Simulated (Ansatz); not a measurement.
Base system: Mg₂Si (space group Fm-3m, No. 225; a = 6.364 Å).

The values are results of plane-wave PAW DFT at the PBE level (Ansatz, a quantum-chemistry and plane-wave program, 420 eV), scalar-relativistic without spin-orbit coupling, earlier PAW set, not measurements.

Carriers are added at fixed cell with a uniform background; the Fermi–Dirac width is that of 300 K.

One change was made to it. Results:

| quantity | base | after |
|---|---|---|
| gap between the host's bands | 0.22 eV | 0.19 eV |
| Fermi level relative to the doped band's edge (positive inside the band; to 0.05 eV) | – | +0.50 eV |
| gap character | indirect, Γ → X | indirect, Γ → X |

Problem. Which change produced these results?
(A) holes 7.0×10^21 cm⁻³
(B) electrons 2.0×10^21 cm⁻³
(C) holes 1.5×10^21 cm⁻³
(D) electrons 7.0×10^21 cm⁻³

Solution. B, electrons 2.0×10^21 cm⁻³. For comparison, the gap between the host's bands in the other runs: electrons 7.0×10^21 cm⁻³ gives 0.14 eV; holes 7.0×10^21 cm⁻³ gives 0.49 eV; holes 1.5×10^21 cm⁻³ gives 0.28 eV.

Charged cell with a jellium background: band edges are those of the host's band count, energies are not comparable with the neutral cell, and many-body gap narrowing is missing. No phonon test of stability was made. A zero or small gap of Mg2Si can be the functional's error rather than a property of the material.
